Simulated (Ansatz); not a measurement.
We consider TiSi (Cmmm, No. 65, 2 atoms in the cell; start mp-22558), described by PBEsol (plane waves, PAW; Ansatz, an electronic-structure program).

Numerical settings: plane-wave cutoff 520 eV, 20×20×14 k mesh (along the axes of the cell as run), Fermi–Dirac smearing 0.05 eV, no spin polarisation, scalar-relativistic PAW data made under PBE.

Cell (relaxed at this level):

TiSi has the orthorhombic space group Cmmm (No. 65), Pearson symbol oS4. Conventional cell: a = 3.6141 Å, b = 4.1241 Å, c = 3.7901 Å, α = 90.00°, β = 90.00°, γ = 90.00°. Ti on 2b is surrounded by 4 Si at 2.619 Å and 4 Si at 2.801 Å and 4 Ti at 2.742 Å (cuboctahedral). Si on 2d is coordinated by 4 Ti at 2.619 Å and 4 Ti at 2.801 Å and 4 Si at 2.742 Å (cuboctahedral). (Neighbours: up to the widest gap in distance over summed covalent radii, below 1.35, at either atom; cation-cation and far metal-metal contacts left out.)
(The calculation used a cell of 2 atoms; values per cell refer to that cell.)

Q: Predict the bulk modulus.

A: 
* **bulk modulus**: 139 GPa

Note: the bulk modulus is −V dP/dV from two relaxed cells at ±2 % in volume; the relaxation could not lower the start's symmetry, so the cell can be a saddle point above a distorted one.

The computed numbers hold no vibrational or temperature effects.

A start named mp-… is a Materials Project structure, which need not be a measured phase.
